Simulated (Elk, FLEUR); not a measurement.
An Elk input for a self-consistent single point of BeCo (Pm-3m, 2 atoms in the cell) (DFT, PBEsol, all-electron FP-LAPW, Elk's shipped species files, LAPW+lo basis):

```
tasks
  0

xctype
  22

spinpol
  .true.

reducebf
  0.5

rgkmax
  8.0

gmaxvr
  16.0

nxoapwlo
  1

nempty
  8

stype
  3

swidth
  0.00367493

scale
  1.889726125

avec
    2.5717500000    0.0000000000    0.0000000000
    0.0000000000    2.5717500000    0.0000000000
    0.0000000000    0.0000000000    2.5717500000

atoms
  2   : nspecies
  'Be.in'   : spfname
  1   : natoms; atposl, bfcmt below
  0.0000000000  0.0000000000  0.0000000000    0.0 0.0 0.0
  'Co.in'   : spfname
  1   : natoms; atposl, bfcmt below
  0.5000000000  0.5000000000  0.5000000000    0.0 0.0 -1.5

ngridk
  9 9 9
```

Give the FLEUR input for the same structure, mesh, smearing and functional.

This is the input that was run; spellings and numerical settings could be chosen otherwise.

Input of the input generator:

```
BeCo crystal
&input film=f /
4.8599031610 0.0000000000 0.0000000000
0.0000000000 4.8599031610 0.0000000000
0.0000000000 0.0000000000 4.8599031610
1.0
1.0 1.0 1.0

2
4 0.0000000000 0.0000000000 0.0000000000 : 0.00
27 0.5000000000 0.5000000000 0.5000000000 : 3.00

&comp jspins=2 /
&exco xctyp='PBEs' /
&kpt div1=9 div2=9 div3=9 /
&end /
```

```xml
<?xml version="1.0" encoding="UTF-8" standalone="no"?>
<fleurInput fleurInputVersion="0.39">
   <comment>
      BeCo crystal                                                                                        
   </comment>
   <calculationSetup>
      <cutoffs Kmax="4.4" Gmax="15.4" GmaxXC="15.4" numbands="0"/>
      <scfLoop itmax="80" minDistance="0.00001" maxIterBroyd="99" imix="Anderson" alpha="0.05" precondParam="0.0" spinf="2.0"/>
      <coreElectrons ctail="T" frcor="F" kcrel="0" coretail_lmax="0"/>
      <xcFunctional name="PBEs" relativisticCorrections="F"/>
      <magnetism jspins="2"/>
      <soc l_soc="F" theta="0.0" phi="0.0" spav="F"/>
      <expertModes spex="0" secvar="F"/>
      <geometryOptimization l_f="T" forcealpha="1.0" forcemix="BFGS" epsdisp="0.00001" epsforce="0.00001"/>
      <ldaU l_linMix="F" mixParam="0.05" spinf="1.0"/>
   </calculationSetup>
   <cell>
      <bzIntegration valenceElectrons="17.0" mode="hist" fermiSmearingEnergy="0.00367493">
         <kPointListSelection listName="default-1"/>
         <!-- k-points included here -->
         <xi:include xmlns:xi="http://www.w3.org/2001/XInclude" href="kpts.xml"> </xi:include>
      </bzIntegration>
      <!-- symmetry operations included here -->
      <xi:include xmlns:xi="http://www.w3.org/2001/XInclude" href="sym.xml"> </xi:include>
      <bulkLattice scale="1.0">
         <bravaisMatrix>
            <row-1>    4.8599031610000001     0.0000000000000000     0.0000000000000000</row-1>
            <row-2>    0.0000000000000000     4.8599031610000001     0.0000000000000000</row-2>
            <row-3>    0.0000000000000000     0.0000000000000000     4.8599031610000001</row-3>
         </bravaisMatrix>
      </bulkLattice>
   </cell>
   <atomSpecies>
      <species name="Beryllium (Be)" element="Be" atomicNumber="4">
         <mtSphere radius="1.39" gridPoints="489" logIncrement="0.02"/>
         <atomicCutoffs lmax="6" lnonsphr="4"/>
         <electronConfig flipSpins="F">
            <coreConfig>(1s1/2)</coreConfig>
            <valenceConfig>(2s1/2)</valenceConfig>
         </electronConfig>
         <energyParameters s="2" p="2" d="3" f="4"/>
      </species>
      <species name="Cobalt (Co3.000" element="Co" atomicNumber="27">
         <mtSphere radius="2.22" gridPoints="783" logIncrement="0.016"/>
         <atomicCutoffs lmax="8" lnonsphr="6"/>
         <electronConfig flipSpins="F">
            <coreConfig>(1s1/2) (2s1/2) (2p1/2) (2p3/2) (3s1/2)</coreConfig>
            <valenceConfig>(3p1/2) (3p3/2) (4s1/2) (3d3/2) (3d5/2)</valenceConfig>
            <stateOccupation state="(3d3/2)" spinUp="2.0" spinDown="0.8"/>
            <stateOccupation state="(3d5/2)" spinUp="3.0" spinDown="1.2"/>
         </electronConfig>
         <energyParameters s="4" p="4" d="3" f="4"/>
         <lo type="SCLO" l="1" n="3" eDeriv="0"/>
      </species>
   </atomSpecies>
   <atomGroups>
      <atomGroup species="Beryllium (Be)">
         <relPos label="                   1">.0000000000 .0000000000 .0000000000</relPos>
         <force calculate="T" relaxXYZ="TTT"/>
      </atomGroup>
      <atomGroup species="Cobalt (Co3.000">
         <relPos label="                   2">1.000/2.000 1.000/2.000 1.000/2.000</relPos>
         <force calculate="T" relaxXYZ="TTT"/>
      </atomGroup>
   </atomGroups>
   <output dos="F" band="F" slice="F">
      <checks vchk="F" cdinf="F"/>
      <bandDOS minEnergy="-.5*Htr" maxEnergy="0.5*Htr" sigma="0.015" storeEVData="T"/>
      <vacuumDOS vacdos="F" integ="F" star="F" nstars="0" locx1="0.0" locy1="0.0" locx2="0.0" locy2="0.0" nstm="0" tworkf="0.0"/>
      <unfoldingBand unfoldBand="F" supercellX="1" supercellY="1" supercellZ="1"/>
      <plotting iplot="0" polar="F">
         <plot TwoD="T" vec1="  1.0  0.0  0.0" vec2="  0.0  1.0  0.0" vec3="  0.0  0.0  1.0" zero="  0.0  0.0  0.0" file="plot"/>
      </plotting>
      <chargeDensitySlicing numkpt="0" minEigenval="0.0" maxEigenval="0.0" nnne="0" pallst="F"/>
      <specialOutput eonly="F"/>
      <magneticCircularDichroism mcd="F" energyLo="-10.0" energyUp="0.0"/>
   </output>
  <!-- We include the file relax.xml here to enable relaxations (see documentation) -->
  <xi:include xmlns:xi="http://www.w3.org/2001/XInclude" href="relax.xml"> <xi:fallback/> </xi:include>
</fleurInput>
```

Basis, cutoffs, solver keys and any potentials are the target program's own. This input uses DFT, PBEsol, all-electron FLAPW (FLEUR), scalar-relativistic valence. Both were run: size of the net moment 0.15 μB/atom in Elk and 0.15 in FLEUR.

On FLEUR: the starting cell comes from a database of computed structures (which also holds hypothetical and non-ambient phases and stackings), without a prior relaxation at this level. The moments shrank to a small part of their start, a low-spin state that need not be the lowest. Values depend on the basis (sphere radii, cutoffs, local orbitals), which need not be converged.

On Elk: the starting cell comes from a database of computed structures (which also holds hypothetical and non-ambient phases and stackings), without a prior relaxation at this level. The moments shrank to a small part of their start, a low-spin state that need not be the lowest. Values depend on the basis (sphere radii, cutoffs, local orbitals), which need not be converged.
